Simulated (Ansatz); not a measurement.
A computed series for Rh: response to strain

The reference is Rh in the fcc (Cu type) structure (space group Fm-3m, No. 225; a = 3.7816 Å; relaxed with 0.1 eV smearing).

Strains are applied to the cell and any free atomic positions relax.

Calculations: plane-wave PAW DFT at the PBEsol level (Ansatz, an electronic-structure program, 420 eV), no spin-orbit coupling.

Notes on the quantities. energy relative to the base: free energy F.

| isotropic strain (%) | energy relative to the base (meV/atom) |
|---|---|
| -3 | 113.6 |
| -1.5 | 26.7 |
| -1 | 11.6 |
| -0.5 | 2.8 |
| 0 | 0.0 |
| 0.5 | ? |
| 1 | 10.7 |
| 1.5 | 23.6 |
| 3 | 88.6 |

**Question.** Fit ΔE = Aε² + Bε³ (ε in %) to the rows shown and predict the withheld row.

**Answer.** Least squares on the printed values gives A = 11.2 and B = -0.46 meV/atom (largest residual 0.1 meV/atom); this predicts 2.7 meV/atom, and the run gives 2.7 meV/atom, in agreement.

No phonon test of stability was made. The final runs are not spin-polarised. Rh lies near a magnetic instability that expansion can trigger; it was not tested.
